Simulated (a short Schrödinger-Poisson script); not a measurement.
From a short Schrödinger-Poisson script (our own, NumPy): 1D Poisson equation in equilibrium, electrons quantum, Hartree plus LDA exchange-correlation (BenDaniel-Duke, 40 states a valley, the channel's in-plane mass for all, wave functions free to enter the barrier), parabolic valleys, classical holes, full ionisation, no traps, pinning or gate leakage.

Stack: gated Al0.4Ga0.6As/GaAs δ-doped gas, at 20 K.

From the gate side: 8 nm Al0.4Ga0.6As; 3 nm Al0.4Ga0.6As; 6000 nm GaAs, acceptors 3e14 cm⁻³.

Constants are typed, rounded textbook-type inputs, not results; the design itself was drawn at random and stands for no fabricated device. Al0.4Ga0.6As: permittivity 11.76, conduction-band edge (eV) 0.316, gap (eV) 1.923, electron mass (mₑ) 0.1002, Nv at 300 K (cm⁻³) 9e18. GaAs: permittivity 12.9, conduction-band edge (eV) 0, gap (eV) 1.424, Nv at 300 K (cm⁻³) 9e18.

Channel valleys (confinement mass, in-plane density-of-states mass, number): Γ 0.067, 0.067, 1. At the gate the conduction-band edge of layer 1 lies 0.87 eV − eVg above the Fermi level of the channel; the field vanishes at the back. Sheet of ionised δ-doping: +2e12 e/cm² at 8 nm from the gate. The barrier under the gate holds no holes. Gaps are held at their typed values at every temperature. Mesh 0.08 nm at interfaces.

Problem. Give the capacitance at Vg = 0.5 V (μF/cm²); the centroid of the channel electrons at Vg = 0.5 V (nm); the gate voltage at 1e11 electrons/cm² (V).

Solution. capacitance at Vg = 0.5 V (μF/cm²): 0.651; centroid of the channel electrons at Vg = 0.5 V (nm): 6.28; gate voltage at 1e11 electrons/cm² (V): 0.37.
